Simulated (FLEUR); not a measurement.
# Input and output of a self-consistent single point for BeCr3 (Pm-3m, 4 atoms in the cell) (FLEUR)

Level of theory: LDA (Vosko-Wilk-Nusair), all-electron FLAPW (FLEUR), scalar-relativistic valence run with FLEUR.

Input as run:

Input of the input generator:

```
BeCr3 FLAPW
&input film=f /
3.4950580000 0.0000000000 0.0000000000
0.0000000000 3.4950580000 0.0000000000
0.0000000000 0.0000000000 3.4950580000
1.8897261246
1.0 1.0 1.0

4
4 0.0000000000 0.0000000000 0.0000000000
24 0.0000000000 0.5000000000 0.5000000000
24 0.5000000000 0.0000000000 0.5000000000
24 0.5000000000 0.5000000000 0.0000000000

&comp jspins=1 /
&exco xctyp='vwn' /
&kpt div1=9 div2=9 div3=9 /
&end /
```

```xml
<?xml version="1.0" encoding="UTF-8" standalone="no"?>
<fleurInput fleurInputVersion="0.39">
   <comment>
      BeCr3 FLAPW                                                                                         
   </comment>
   <calculationSetup>
      <cutoffs Kmax="3.9" Gmax="13.7" GmaxXC="13.7" numbands="0"/>
      <scfLoop itmax="100" minDistance="0.00001" maxIterBroyd="15" imix="Anderson" alpha="0.05" precondParam="0.0" spinf="2.0"/>
      <coreElectrons ctail="T" frcor="F" kcrel="0" coretail_lmax="0"/>
      <xcFunctional name="vwn" relativisticCorrections="F"/>
      <magnetism jspins="1"/>
      <soc l_soc="F" theta="0.0" phi="0.0" spav="F"/>
      <expertModes spex="0" secvar="F"/>
      <geometryOptimization l_f="T" forcealpha="1.0" forcemix="BFGS" epsdisp="0.00001" epsforce="0.00001"/>
      <ldaU l_linMix="F" mixParam="0.05" spinf="1.0"/>
   </calculationSetup>
   <cell>
      <bzIntegration valenceElectrons="44.0" mode="hist" fermiSmearingEnergy="0.00367493">
         <kPointListSelection listName="default-1"/>
         <!-- k-points included here -->
         <xi:include xmlns:xi="http://www.w3.org/2001/XInclude" href="kpts.xml"> </xi:include>
      </bzIntegration>
      <!-- symmetry operations included here -->
      <xi:include xmlns:xi="http://www.w3.org/2001/XInclude" href="sym.xml"> </xi:include>
      <bulkLattice scale="1.0">
         <bravaisMatrix>
            <row-1>    6.6047024095922264     0.0000000000000000     0.0000000000000000</row-1>
            <row-2>    0.0000000000000000     6.6047024095922264     0.0000000000000000</row-2>
            <row-3>    0.0000000000000000     0.0000000000000000     6.6047024095922264</row-3>
         </bravaisMatrix>
      </bulkLattice>
   </cell>
   <atomSpecies>
      <species name="Beryllium (Be)" element="Be" atomicNumber="4">
         <mtSphere radius="1.54" gridPoints="543" logIncrement="0.018"/>
         <atomicCutoffs lmax="6" lnonsphr="4"/>
         <electronConfig flipSpins="F">
            <coreConfig>(1s1/2)</coreConfig>
            <valenceConfig>(2s1/2)</valenceConfig>
         </electronConfig>
         <energyParameters s="2" p="2" d="3" f="4"/>
      </species>
      <species name="Chromium (Cr)" element="Cr" atomicNumber="24">
         <mtSphere radius="2.14" gridPoints="753" logIncrement="0.016"/>
         <atomicCutoffs lmax="8" lnonsphr="6"/>
         <electronConfig flipSpins="F">
            <coreConfig>(1s1/2) (2s1/2) (2p1/2) (2p3/2)</coreConfig>
            <valenceConfig>(3s1/2) (3p1/2) (3p3/2) (4s1/2) (3d3/2) (3d5/2)</valenceConfig>
            <stateOccupation state="(4s1/2)" spinUp="0.5" spinDown="0.5"/>
            <stateOccupation state="(3d3/2)" spinUp="1.0" spinDown="1.0"/>
            <stateOccupation state="(3d5/2)" spinUp="1.5" spinDown="1.5"/>
         </electronConfig>
         <energyParameters s="4" p="4" d="3" f="4"/>
         <lo type="SCLO" l="0" n="3" eDeriv="0"/>
         <lo type="SCLO" l="1" n="3" eDeriv="0"/>
      </species>
   </atomSpecies>
   <atomGroups>
      <atomGroup species="Beryllium (Be)">
         <relPos label="                   1">.0000000000 .0000000000 .0000000000</relPos>
         <force calculate="T" relaxXYZ="TTT"/>
      </atomGroup>
      <atomGroup species="Chromium (Cr)">
         <relPos label="                   2">.0000000000 1.000/2.000 1.000/2.000</relPos>
         <relPos label="                   3">1.000/2.000 .0000000000 1.000/2.000</relPos>
         <relPos label="                   4">1.000/2.000 1.000/2.000 .0000000000</relPos>
         <force calculate="T" relaxXYZ="TTT"/>
      </atomGroup>
   </atomGroups>
   <output dos="F" band="F" slice="F">
      <checks vchk="F" cdinf="F"/>
      <bandDOS minEnergy="-.5*Htr" maxEnergy="0.5*Htr" sigma="0.015" storeEVData="T"/>
      <vacuumDOS vacdos="F" integ="F" star="F" nstars="0" locx1="0.0" locy1="0.0" locx2="0.0" locy2="0.0" nstm="0" tworkf="0.0"/>
      <unfoldingBand unfoldBand="F" supercellX="1" supercellY="1" supercellZ="1"/>
      <plotting iplot="0" polar="F">
         <plot TwoD="T" vec1="  1.0  0.0  0.0" vec2="  0.0  1.0  0.0" vec3="  0.0  0.0  1.0" zero="  0.0  0.0  0.0" file="plot"/>
      </plotting>
      <chargeDensitySlicing numkpt="0" minEigenval="0.0" maxEigenval="0.0" nnne="0" pallst="F"/>
      <specialOutput eonly="F"/>
      <magneticCircularDichroism mcd="F" energyLo="-10.0" energyUp="0.0"/>
   </output>
  <!-- We include the file relax.xml here to enable relaxations (see documentation) -->
  <xi:include xmlns:xi="http://www.w3.org/2001/XInclude" href="relax.xml"> <xi:fallback/> </xi:include>
</fleurInput>
```

The program printed (abridged):

```
      Welcome to FLEUR        (www.flapw.de)
      MaX-Release 8.1          (www.max-centre.eu)

 ========== k-point set info ==========
 Selected k-point list: default-1
 k-point list type: mesh
 9 x 9 x 9
 Number of k points: 35

 ------------Calculation Setup---------------------------
           1           5           7          35
 Number of basis functions:          320
 Iteration:     1   Distance:      40.24059750 me/bohr^3
 Iteration:     2   Distance:      33.81177580 me/bohr^3
 Iteration:     3   Distance:      12.50328195 me/bohr^3
 Iteration:     4   Distance:      16.11588409 me/bohr^3
 Iteration:     5   Distance:       2.20491688 me/bohr^3
 Iteration:     6   Distance:       4.82351944 me/bohr^3
   [... 7 lines left out ...]
 Iteration:    14   Distance:       0.00110074 me/bohr^3
 Iteration:    15   Distance:       0.00009357 me/bohr^3
 Iteration:    16   Distance:       0.00008047 me/bohr^3
 Iteration:    17   Distance:       0.00004299 me/bohr^3
 Iteration:    18   Distance:       0.00000628 me/bohr^3

 Run finished successfully
 Stop message:
   Structural relaxation: Done

[file out, last iteration]
             iter=     19
          p o t e n t i a l   g e n e r a t o r
[...]
          integral of pseudo charge density inside the slab=        0.000000   0.000000
     coulomb potential in the interstitial region:
          density-coulomb potential integrals
          total density-coulomb potenti    -4835.6541753630
          density-effective potential integrals for spin  1
          total density-effective poten   -5.0249056251E+03
          charge density-energy density integrals
          total charge density-energy d   -1.4303258416E+02
 Updated energy parameters for spin:           1
  Atom    1 2s branch from -3.13 to  3.61 htr. ; e_l =  0.1642
  Atom    1 2p branch from -9.99 to  2.63 htr. ; e_l =  0.2867
  Atom    1 3d branch from -9.99 to  5.92 htr. ; e_l =  0.4807
  Atom    1 4f branch from -9.99 to  9.43 htr. ; e_l =  0.6406
  Atom    2 4s branch from -2.15 to  2.77 htr. ; e_l =  0.2081
  Atom    2 4p branch from -1.07 to  3.34 htr. ; e_l =  0.3243
  Atom    2 3d branch from -9.99 to  0.65 htr. ; e_l =  0.3607
  Atom    2 4f branch from -9.99 to  3.88 htr. ; e_l =  0.6205
  Atom    2 3s branch from-23.96 to -2.15 htr. ; e_l(l -2.1844
  Atom    2 3p branch from-20.09 to -1.07 htr. ; e_l(l -1.1457
[...]
 fermi energy and band-weighting factors:
at   0.44444   0.44444   0.44444   k-weight:    0.010974
   34 eigenvalues :
   -2.184321   -2.184015   -2.184015   -1.170384   -1.157548   -1.157430   -1.157430   -1.133092
   -1.133092   -1.132375   -1.132256   -1.132256    0.227247    0.290026    0.297580    0.297580
    0.375084    0.377442    0.377442    0.391783    0.391783    0.392896    0.427888    0.440162
    0.440162    0.465890    0.465890    0.475011    0.520269    0.521767    0.521767    0.675662
    0.753808    0.753808
   [... 2 blocks of this kind left out ...]

[...]
FERMIE:
          first approx. to ef    (T=0)  :   0.420635 htr   (energy of the highest occ. eigenvalue)
          number of occ. states  (T=0)  :        762
          first approx. to seigv (T=0)  : -27.168322 htr
          sum of weights of occ. states :  22.001372
          sum of semicore charge        :   0.000000 e
FERHIS:  Fermi-Energy by histogram:
          bandgap                     :   0.000654 htr
          charge neutrality (T=0)     :   0.002743    (zero if the highest occ. eigenvalue is "entirely" occupied)
     EF_NEWTON:  Adjust Fermi-Energy by Newton-Method.
               Number of iterations needed  :   4
               The error in the weight is   : -0.44409E-15
               The error in ef is           :  0.12017E-16 htr
     -->  new fermi energy            :   0.420550 htr
          valence charge              :  44.000000 e
          actual charge blw ef-8kt    :  41.577503 e
          actual charge blw ef+8kt    :  44.000000 e
          number of occ. states       :       834
          sum of the valence weights  :   22.000000
          entropy         :   0.935738 *kb htr/K =   0.00000 htr/K
          sum of val. single particle energies:       -27.1676181509 htr
 Direct bandgap for spin            1 :    7.2076114196800711E-003  Htr
 at k-point           33  with k-vector   0.11111111111111110       0.11111111111111110        0.0000000000000000
          valence density: spin= 1
[...]
     l-like charge
     atom     s        p        d        f        total
 -->  1    0.19017  0.35102  0.01026  0.00098    0.55260
 -->  2    2.26242  6.19577  3.85991  0.01794   12.33965
          total charge for spin  1=   44.000000
          interst. charge =       6.428462
          mt charge=              0.552597   12.339647
          total charge  =   44.000000
          z=  4.     r(1)=  0.892368E-04     dx= 0.018000     m.t.index= 543
               n    l     j    energy       weight
               1.   0.   0.5   -3.1571      2.0000
          atom type    1  (spin 1)
          kinetic energy=  0.131583641042E+02     sum of the eigenvalues= -0.631412287939E+01
          0.00474267  electrons lost from core.
          z= 24.     r(1)=  0.127345E-04     dx= 0.016000     m.t.index= 753
               n    l     j    energy       weight
               1.   0.   0.5 -215.0388      2.0000
               2.   0.   0.5  -23.9608      2.0000
               2.   1.   0.5  -20.3049      2.0000
               2.   1.   1.5  -19.9881      4.0000
          atom type    2  (spin 1)
          kinetic energy=  0.959560209095E+03     sum of the eigenvalues= -0.598561581883E+03
          0.00000000  electrons lost from core.
          total charge for spin  1=   76.000000
          interst. charge =       6.433203
          mt charge=              2.547853   22.339648
          total charge  =   76.000000
          zc=    76.000000     qfix=    1.000000
     t o t a l  e n e r g y
          sum of eigenvalues =             -1829.1664866808
          density-coulomb potential int    -4835.6541753630
          density-effective potential i    -5024.9056250946
          charge density-ex.-corr.energ     -143.0325841612
          el.-nucl. inter. diff. m.t.         15.6811325501
          Madelung term for atom type:        -2.3310685309
          el.-nucl. inter. diff. m.t.       3739.0108172835
          Madelung term for atom type:       -39.1172271158
 ---->    total energy=                    -3161.2607789091 htr
 ---->    (input%tkb*entropy) TS=              0.0034387708 htr
 ---->    free energy=                     -3161.2642176799 htr
      extrapolation for T->0
 ---->    total electron energy=           -3161.2624982945 htr
 ***** TOTAL FORCES ON ATOMS *****
 TOTAL FORCE FOR ATOM TYPE=  1  X=  0.000   Y=  0.000   Z=  0.000
                       FX_TOT= 0.000000 FY_TOT= 0.000000 FZ_TOT= 0.000000
 TOTAL FORCE FOR ATOM TYPE=  2  X=  0.000   Y=  3.302   Z=  3.302
                       FX_TOT= 0.000000 FY_TOT= 0.000000 FZ_TOT= 0.000000
 Structural relaxation: Done
```

The run converged in 18 iterations. FLEUR gives forces in its relaxation mode, with a further iteration, so its stop message speaks of a relaxation.

The starting cell comes from a database of computed structures (which also holds hypothetical and non-ambient phases and stackings), without a prior relaxation at this level. Its lattice was rescaled by a random factor within 2.5 % of one. Spin polarisation is off. Values depend on the basis (sphere radii, cutoffs, local orbitals), which need not be converged. The log's line on a gap gives a spacing of levels on this mesh, which the program prints for metals too.

Cost on one core of a shared machine: roughly 60 s.
